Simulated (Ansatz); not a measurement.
# Short convergence ladders for Cu (P6_3/mmc, 2 atoms in the cell)

```
CELL_PARAMETERS angstrom
      2.52143     0.00000     0.00000
     -1.26072     2.18362     0.00000
      0.00000     0.00000     4.09201
ATOMIC_POSITIONS crystal
  Cu 0.33333 0.66667 0.25000
  Cu 0.66667 0.33333 0.75000
```

Base method: LDA (PW92), default PAW files made with PBE (plane waves; Ansatz, an electronic-structure program).

Base settings: basis.ecutwfc = 420 eV; kpoints.mp_grid.grid = 15 15 8; hamiltonian.xc = lda; hamiltonian.pseudopotentials = {kind: paw} (the program's default PAW files); scf.occupations.method = gaussian; scf.occupations.width = 0.1 eV.

Core times come from one kind of shared machine, to one figure; runs under 30 s give none.

**Zone-centre phonons against the cutoff**

In this ladder: phonons.method = dfpt.

The mesh stays at the base's, so the ladder's end is converged at best in this setting alone.

Frequencies are those of the unrelaxed cell, without the LO-TO term of polar crystals.

Only quantities that move along the ladder and can be compared are tabulated.

```csv
basis.ecutwfc,highest zone-centre frequency (cm⁻¹)
210 eV,246.4
250 eV,171.8
295 eV,238.0
355 eV,255.5
420 eV,253.1
505 eV,253.0
630 eV,252.9
```

Coarsest basis.ecutwfc that holds the highest zone-centre frequency within 1 cm⁻¹ of the last step, with all finer ones: 420 eV; the step before is off by 2.6 cm⁻¹.

**The force threshold of a relaxation**

On Cu (P-3m1, 2 atoms in the cell): one atom moved by 0.15 angstrom.

In this ladder: relax = atoms.

The mesh stays at the base's, so the ladder's end is converged at best in this setting alone.

Only quantities that move along the ladder and can be compared are tabulated.

```csv
relax.f_tol,largest force left (eV/Å),relaxation steps
0.2 eV/Å,0.0457,3
0.1 eV/Å,0.0458,4
0.05 eV/Å,0.0458,4
0.03 eV/Å,0.0009,4
0.02 eV/Å,0.0009,4
0.01 eV/Å,0.0009,5
0.005 eV/Å,0.0009,5
0.002 eV/Å,0.0009,5
0.001 eV/Å,0.0009,5
```

Coarsest relax.f_tol that holds the largest force left within 0.01 eV/Å of the last step, with all finer ones: 0.03 eV/Å; the step before is off by 0.045 eV/Å.

**The q mesh of the phonons**

In this ladder: kpoints.mp_grid.grid = 12 12 12; phonons.method = dfpt.

Only quantities that move along the ladder and can be compared are tabulated.

Thermal sums run over frequencies interpolated from this q mesh.

| phonons.qmesh | zero-point energy (meV/atom) | vibrational free energy at 300 K (meV/atom) | core time / last (rough) |
|---|---|---|---|
| 1 1 1 | 20.11 | -59.44 | 0.09 |
| 2 2 2 | 30.82 | -19.69 | 0.4 |
| 3 3 3 | 30.87 | -19.42 | 1 |

Coarsest phonons.qmesh that holds the vibrational free energy at 300 K within 2 meV/atom of the last step, with all finer ones: 2 2 2, at about 0.4 of the last step's time; the step before is off by 40 meV/atom.

Coarsest phonons.qmesh that holds the zero-point energy within 1 meV/atom of the last step, with all finer ones: 2 2 2, at about 0.4 of the last step's time; the step before is off by 11 meV/atom.

On the base run: the starting cell comes from a database of computed structures (which also holds hypothetical and non-ambient phases and stackings), without a prior relaxation at this level. Its lattice was rescaled by up to half a per cent. Spin polarisation is off. In the base run, with a pressure of about -6 GPa the cell is away from its equilibrium volume at this level.

Keys are those of Ansatz 0.2.
